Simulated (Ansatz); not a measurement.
## Be under a change: pressure 3 GPa

The reference is Be in the hcp (Mg type) structure (space group P6_3/mmc, No. 194; a = 2.2637 Å, c = 3.5639 Å).

Perturbation: cell and atoms relaxed at a pressure of 3 GPa.

Calculations: r2SCAN (Ansatz, a quantum-chemistry and plane-wave program, PAW, spin-orbit coupling left out). k-mesh 23×23×13 (Γ-centred); smearing 0.05 eV (Fermi–Dirac).

```csv
quantity,base,changed,shift
volume per atom,7.91 Å³,7.73 Å³,-0.18 Å³
density,1.89 g/cm³,1.94 g/cm³,+0.044 g/cm³
lattice parameter a,2.264 Å,2.245 Å,-0.0182 Å
c/a ratio,1.574,1.576,+0.002
shortest interatomic distance,2.210 Å,2.194 Å,-0.016 Å
enthalpy H = E + PV relative to the base's energy,–,+0.15 eV/atom,–
band gap,zero,zero,–
```

Final structure:

```
Be
1.0
    2.24548     0.00000     0.00000
   -1.12274     1.94464     0.00000
    0.00000     0.00000     3.53878
Be
2
Cartesian
  0.00000   1.29643   2.65408
  1.12274   0.64821   0.88469
```

Load acts through the strain it causes; cell and atoms are relaxed under it. Stability against distortions was not tested.
